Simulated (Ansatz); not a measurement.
Results of PBEsol (plane waves, PAW; Ansatz, an electronic-structure program) for BaAl₄ (I4/mmm, No. 139).

Settings: plane-wave cutoff 520 eV, 18×18×18 k mesh, Fermi–Dirac smearing 0.05 eV, scalar-relativistic PAW data made under PBE.

Response to compression and expansion:

Shape and atoms are relaxed at each volume.

```
V (Å³/atom)  P (GPa)   c (Å)  a (Å)
-----------  -------  ------  -----
21.995          2.45  11.133  4.445
22.453          1.16  11.187  4.480
22.911          0.00  11.242  4.514
23.369         -1.05  11.300  4.548
23.828         -1.99  11.358  4.580
```

Note: the bulk modulus comes from volumes at which shape and atoms were relaxed.
